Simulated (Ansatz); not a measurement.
GaCuSe₂ in the chalcopyrite structure (space group I-42d, No. 122)

```
CELL_PARAMETERS angstrom
     -2.75419     2.75419     5.48075
      2.75419    -2.75419     5.48075
      2.75419     2.75419    -5.48075
ATOMIC_POSITIONS crystal
  Ga 0.50000 0.50000 0.00000
  Ga 0.25000 0.75000 0.50000
  Cu 0.00000 0.00000 0.00000
  Cu 0.75000 0.25000 0.50000
  Se 0.87500 0.88412 0.50912
  Se 0.11588 0.62500 0.99088
  Se 0.37500 0.36588 0.49088
  Se 0.63412 0.12500 0.00912
```

Method: LDA in Ansatz (plane waves to 420 eV, PAW, no spin-orbit coupling). Γ-centred 9×9×9 mesh, Fermi–Dirac width 0.05 eV.

| Item | Value |
|---|---|
| Volume per atom | 20.79 Å³ |
| Density | 5.82 g/cm³ |
| Band gap | 0.17 eV, direct at Γ |
| Total energy | -5257.759 eV/atom (σ→0; compares only within this code and set-up) |

Whether these cells are dynamically stable was not tested. All final runs are without spin polarisation. A zero or small gap of GaCuSe2 can be the functional's error rather than a property of the material.

Ansatz is an electronic-structure program.
